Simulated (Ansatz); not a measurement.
Functionals compared on Br on the 1x1 (111) surface of fcc Ag, one in a 2x2 cell, started at the site 'bridge Ag-Ag (span 2.9 Å)', in Ansatz (plane waves, PAW). The structure was relaxed with PBE; the other rows are single points on it, each with its references at the same level. Cutoff 420 eV (500 eV for r2SCAN).

Model: 17-atom slab, 7.1 Å thick at the start under the adsorbate (thin: gaps and levels are the slab's own), 6x6x1 mesh, Fermi-Dirac 0.1 eV, dipole correction, 8 atoms held, the rest relaxed; held to the start's symmetry, so lower structures may exist; no spin, no spin-orbit, no U, no dispersion correction. At the end it is bonded to 2 Ag. In PBE this state lies 0.07 eV over the lowest of the starts that converged ('hollow Ag-Ag-Ag over Ag at depth 4.7 Å'). These notes are the PBE run's. Adsorption energies are against ½ Br2(g). A negative adsorption energy means that the adsorbate is more stable on the surface than in its reference.

| functional | adsorption energy (eV) | work function of the top face (eV) | change of the work function (eV) | rough cost of the single point |
|---|---|---|---|---|
| PBE | -1.35 | 5.47 | 1.03 | – |
| RPBE | -1.15 | 5.35 | 1.11 | about 2.6 core-minutes (a rough figure) |
| r2SCAN | -1.71 | 5.56 | 1.16 | about 5 core-minutes (a rough figure) |

Ansatz is a quantum-chemistry and plane-wave program.
